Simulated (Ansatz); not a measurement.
We consider Ge (Imma, No. 74; start mp-1061054; another form than the element's usual one), described by PBEsol+SOC (Ansatz, an electronic-structure program, PAW).

From the output:

```
Crystal: 2 atoms, lattice volume = 36.695 Å³
Basis set: ecut = 520 eV, 989 PW (Γ), exchange–correlation on 60×60×60 points (8 copies of the dense FFT grid, shifted against one another)
Bands: 36, of which v1, the nominal top of the filled ones, is band 28 counted from 1 (27 counted from 0)
Symmetry: 8 space group operations + 8 with time reversal
k-points: 1530 of 10648
Initial density: superposition of atomic densities (chi_scale 0.1, normalization cell)
Functional: x = pbesol(κ = 0.804, μ = 0.12345679012345678), c = pbesol(β = 0.046)
spin=Noncollinear: Kerker preconditioning applied to the charge; magnetization (m_x, m_y, m_z) channels mix plain (no charge-response kernel on spin).
SCF 1 converged in 9 iterations: F = -8506.858652 eV  dr2 = 1.33e-11
SCF converged after 9 iterations
Free energy (F): -8506.858652 eV
Internal energy: -8506.852388 eV  (E = F + TS)
E sigma→0 (E₀):  -8506.855520 eV
Fermi energy:    11.185869 eV
--- Forces (eV/Å), atoms counted from 1 ---
  atom   1  Ge     0.00000000     0.00000000     0.00002838
  atom   2  Ge     0.00000000     0.00000000    -0.00002838
--- Stress (GPa, compression-positive) ---
       -0.010233       0.000000       0.000000
        0.000000      -0.020093       0.000000
        0.000000       0.000000      -0.003185
  P = ⅓ Tr σ = -0.0112 GPa (-0.112 kbar)
```

### Question
Write an input file that produces this run.

### Answer
Several could match; the one computed here: 
Ansatz 0.2 input:
```yaml
crystal:
  lattice:
    - [-2.5587729975, 2.5591371019, 1.4009305765]
    - [2.5587729975, -2.5591371019, 1.4009305765]
    - [2.5587729975, 2.5591371019, -1.4009305765]
  atoms:
    - { symbol: Ge, position: [0.6250936798, 0.8750936798, 0.75] }
    - { symbol: Ge, position: [0.3749063202, 0.1249063202, 0.25] }
basis:
  ecutwfc: 520
  ecutrho_ratio: 4
  xc_grid: 2
kpoints:
  mp_grid: { grid: [22, 22, 22] }
hamiltonian:
  xc: pbesol
  dispersion: none
  pseudopotentials: { kind: paw }
scf:
  occupations: { method: fermi_dirac, width: 0.05 }
  convergence: { dr2_threshold: 0.0000000002 }
output:
  forces: true
  stress: true
  eigenvalues: true
magnetization:
  noncollinear: true
  spin_orbit: true
```

The PAW data were made under PBE.

Cost on a shared machine: around 4 core-minutes (rough).

A start named mp-… is a Materials Project structure, which can be a computed phase never made.
